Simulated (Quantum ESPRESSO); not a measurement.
Input and output of a self-consistent single point for PNO (P1, 6 atoms in the cell) (Quantum ESPRESSO).

Level of theory: LDA (PZ), GBRV 1.5 ultrasoft (LDA) pseudopotentials (plane waves; Quantum ESPRESSO).

The change in words: atoms moved at random. Reference geometry:
```
PNO
1.0
    2.22378     2.38856     3.50218
   -2.22378     2.38856     3.50218
   -2.22378    -2.38856     3.50218
P N O
2 2 2
Direct
  0.86083   0.25000   0.61083
  0.63917   0.75000   0.88917
  0.60796   0.14204   0.75000
  0.89204   0.35796   0.25000
  0.25000   0.87712   0.87288
  0.75000   0.62288   0.62712
```

Reference input (self-consistent single point, DFT, LDA (PZ), plane waves, GBRV 1.5 ultrasoft (LDA) pseudopotentials): ecutwfc = 40 Ry; ecutrho = 200 Ry; occupations = fixed; potentials = {P: p_lda_v1.5.uspp.F.UPF, N: n_lda_v1.2.uspp.F.UPF, O: o_lda_v1.2.uspp.F.UPF}; K_POINTS = automatic 5 5 5 0 0 0; nbnd = 22; conv_thr = 1e-08 Ry; mixing_beta = 0.3. This run's input differs from it in these lines:

```diff
@@ -9,6 +9,3 @@
 &system
-   ibrav = 11
-   celldm(1) = 8.40468922
-   celldm(2) = 1.0740988900
-   celldm(3) = 1.5748757187
+   ibrav = 0
    nat = 6
@@ -28,9 +25,13 @@
 O     15.9990  o_lda_v1.2.uspp.F.UPF
+CELL_PARAMETERS angstrom
+  -2.22378500     2.38856500     3.50218500
+   2.22378500    -2.38856500     3.50218500
+   2.22378500     2.38856500    -3.50218500
 ATOMIC_POSITIONS angstrom
-P    -2.22378500   -1.19428250    2.52738683
-P     0.00000000   -1.19428250    4.47698317
-N    -0.63173284    0.00000000    5.25327750
-N    -1.59205216    0.00000000    1.75109250
-O    -1.11189250   -1.78129623    3.50218500
-O    -1.11189250   -2.99583377    0.00000000
+P     2.22425199    1.22238636    2.54074416
+P    -0.03065488    1.18925935    4.45995205
+N     0.61486543   -0.06363854    5.21032320
+N     1.63115297   -0.02310459    1.81548017
+O     1.11822584    1.84816172    3.44453203
+O     1.11351142    2.99262831    0.03989689
 K_POINTS automatic
```

Output (repeated stretches shortened):

```
     Self-consistent Calculation

     iteration #  1     ecut=    40.00 Ry     beta= 0.30

     total energy              =    -136.04795638 Ry
     estimated scf accuracy    <       1.69035820 Ry

     iteration #  2     ecut=    40.00 Ry     beta= 0.30

     total energy              =    -136.20510491 Ry
     estimated scf accuracy    <       0.13412255 Ry

     iteration #  3     ecut=    40.00 Ry     beta= 0.30

     total energy              =    -136.22919850 Ry
     estimated scf accuracy    <       0.01997585 Ry

   [... 5 blocks of this kind left out ...]

     iteration #  9     ecut=    40.00 Ry     beta= 0.30

     total energy              =    -136.23054911 Ry
     estimated scf accuracy    <       0.00000009 Ry

     iteration # 10     ecut=    40.00 Ry     beta= 0.30
     End of self-consistent calculation

     highest occupied, lowest unoccupied level (ev):     4.3085    9.2673

!    total energy              =    -136.23054914 Ry
     estimated scf accuracy    <          7.5E-09 Ry

     convergence has been achieved in  10 iterations

     Forces acting on atoms (cartesian axes, Ry/au):

     atom    1 type  1   force =    -0.01268713   -0.06936611    0.00731720
     atom    2 type  1   force =     0.09147164    0.01585766    0.05577749
     atom    3 type  2   force =     0.03464559    0.10445272   -0.06314313
     atom    4 type  2   force =    -0.00842427   -0.02544124   -0.01979297
     atom    5 type  3   force =    -0.05808479   -0.02050995    0.06271204
     atom    6 type  3   force =    -0.04692104   -0.00499308   -0.04287062

     Total force =     0.213905     Total SCF correction =     0.000144

          total   stress  (Ry/bohr**3)                   (kbar)     P=       16.68
   0.00018186   0.00025171   0.00013255           26.75       37.03       19.50
   0.00025171   0.00002334   0.00013669           37.03        3.43       20.11
   0.00013255   0.00013669   0.00013490           19.50       20.11       19.84

   JOB DONE.
```

The run converged in 10 iterations. Against the reference run the free energy goes up by 39.1 meV/atom, the pressure goes from 0.68 to 1.67 GPa, the largest force goes from 0.144 to 3.262 eV/Å and the gap on the mesh goes from 5.135 to 4.959 eV.

The starting cell comes from a database of computed structures (which also holds hypothetical and non-ambient phases and stackings), without a prior relaxation at this level. For this run, on top of that: atoms moved at random. Forces in this geometry exceed 1 eV/Å.

Cost on one core of a shared machine: roughly 60 s.
